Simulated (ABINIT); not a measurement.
Worked example: self-consistent single point of Ca (Fm-3m, 1 atom in the cell) in ABINIT.

Method: PBE, PAW (JTH v2.0 PBE PAW) (plane waves; ABINIT).

The change in words: lattice scaled by 0.98. Reference geometry:
```
CELL_PARAMETERS angstrom
      0.00000     2.79000     2.79000
      2.79000     0.00000     2.79000
      2.79000     2.79000     0.00000
ATOMIC_POSITIONS crystal
  Ca 0.00000 0.00000 0.00000
```

Reference input (self-consistent single point, DFT, PBE, plane waves, PAW (JTH v2.0 PBE PAW)): pseudos = [Ca.GGA_PBE-JTH.xml]; ecut = 40 Ry; pawecutdg = 80 Ry; pawxcdev = 0; ixc = 11; occopt = 7; tsmear = 0.00734986 Ha; ngkpt = 8 8 8; nshiftk = 1; shiftk = 0 0 0; potentials = JTH v2.0 PBE PAW; nband = 10. This run's input differs from it in these lines:

```diff
@@ -5,5 +5,5 @@
 rprim
-        -0.0000000000    2.7900000000    2.7900000000
-         2.7900000000    0.0000000000    2.7900000000
-         2.7900000000    2.7900000000    0.0000000000
+         0.0000000000    2.7342000000    2.7342000000
+         2.7342000000    0.0000000000    2.7342000000
+         2.7342000000    2.7342000000   -0.0000000000
 natom 1
```

Log, with long lists cut:

```
--- !BeginCycle
solver: {iscf: 17, nstep: 80, nline: 4, wfoptalg: 10, }
tolerances: {toldfe: 1.00E-09, }
...

     iter   Etot(hartree)      deltaE(h)  residm     nres2
 ETOT  1  -37.020475686465    -3.702E+01 1.076E-01 1.739E-01
 ETOT  2  -37.045196033180    -2.472E-02 2.128E-02 8.443E-02
 ETOT  3  -37.045039210192     1.568E-04 3.185E-03 1.696E-02
 ETOT  4  -37.045042608955    -3.399E-06 1.022E-03 3.955E-03
 ETOT  5  -37.045032874610     9.734E-06 2.343E-04 7.710E-05
 ETOT  6  -37.045032782426     9.218E-08 2.071E-04 1.676E-06
 ETOT  7  -37.045032794933    -1.251E-08 8.421E-05 1.722E-06
 ETOT  8  -37.045032789676     5.256E-09 5.319E-05 1.904E-07
 ETOT  9  -37.045032789351     3.250E-10 5.800E-05 3.455E-09
 ETOT 10  -37.045032789352    -1.158E-12 3.666E-05 2.720E-11
 At SCF step   10, etot is converged :
  for the second time, diff in etot=  1.158E-12 < toldfe=  1.000E-09

 Cartesian components of stress tensor (hartree/bohr^3)
  sigma(1 1)= -1.66753899E-05  sigma(3 2)=  0.00000000E+00
  sigma(2 2)= -1.66753899E-05  sigma(3 1)=  0.00000000E+00
  sigma(3 3)= -1.66753899E-05  sigma(2 1)=  0.00000000E+00

 ----iterations are completed or convergence reached----

 reduced coordinates (array xred) for    1 atoms
       0.000000000000      0.000000000000      0.000000000000
 cartesian forces (eV/Angstrom) at end:
    1     -0.00000000000000    -0.00000000000000    -0.00000000000000
 frms,max,avg= 0.0000000E+00 0.0000000E+00   0.000E+00  0.000E+00  0.000E+00 e/A
 length scales=  1.889726132886  1.889726132886  1.889726132886 bohr
   [... lines left out ...]
 Fermi (or HOMO) energy (hartree) =   0.13093   Average Vxc (hartree)=  -0.28665
 Fermi (or HOMO) energy (eV) =   3.56285   Average Vxc (eV)=  -7.80006
   [... lines left out ...]
'-kT*entropy'       : -8.96263456802782E-04
total_energy        : -3.70450344257559E+01
total_energy_eV     : -1.00804665186616E+03
...

-Cartesian components of stress tensor (GPa)         [Pressure=  4.9061E-01 GPa]
- sigma(1 1)= -4.90606826E-01  sigma(3 2)=  0.00000000E+00
- sigma(2 2)= -4.90606826E-01  sigma(3 1)=  0.00000000E+00
- sigma(3 3)= -4.90606826E-01  sigma(2 1)=  0.00000000E+00

 Calculation completed.
```

The run converged in 10 iterations. Against the reference run the free energy hardly moves (within 1 meV/atom) and the pressure goes from -0.56 to 0.49 GPa.

The starting cell has typed, rounded lattice constants, without a prior relaxation at this level. For this run, on top of that: lattice scaled by 0.98.
